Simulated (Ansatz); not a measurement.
System: L1₀ (CuAu-type) FePt. Method: PBE-D4 (PAW; Ansatz, a program for electronic structure).

Run with plane-wave cutoff 520 eV, 20×20×16 k mesh (along the axes of the cell as run), Fermi–Dirac smearing 0.05 eV, spin-polarised with parallel moments, scalar-relativistic PAW data made under PBE.

Energies at three volumes about the minimum:

```tsv
V (Å³/atom)	E − E_lowest (meV/atom)
13.376	3.89
13.649	0.00
13.922	3.58
```

Q: Fit a parabola by hand: where is the minimum, and what is the bulk modulus?

A: Slopes: (0.00 − 3.89)/(13.649 − 13.376) = -14.249 and (3.58 − 0.00)/(13.922 − 13.649) = 13.114 meV/Å³. Curvature E″ = 2 × (13.114 − (-14.249))/(13.922 − 13.376) = 100.231 meV/Å⁶. From the middle of the first interval, the slope vanishes at V0 = 13.5125 − (-14.249)/100.231 = 13.655 Å³/atom. B = V0 E″ = 13.655 × 100.231 meV/Å³ × 0.1602 GPa per meV/Å³ = 219 GPa. The full Birch–Murnaghan fit to all volumes gives V0 = 13.649 Å³/atom and B0 = 219 GPa.

Shape and atoms are relaxed at each volume.

Measured, for comparison: bulk modulus 208 GPa (room temperature, no zero-point or thermal correction; as tabulated in First-principles calculations on Fe-Pt nanoclusters of various morphologies). Computed (rounded) less measured: bulk modulus +5 %. A static lattice is as a rule a little smaller and stiffer than an uncorrected measurement, which narrows the difference in the bulk modulus and would widen misses of the other sign.

Note: the bulk modulus comes from volumes at which shape and atoms were relaxed.
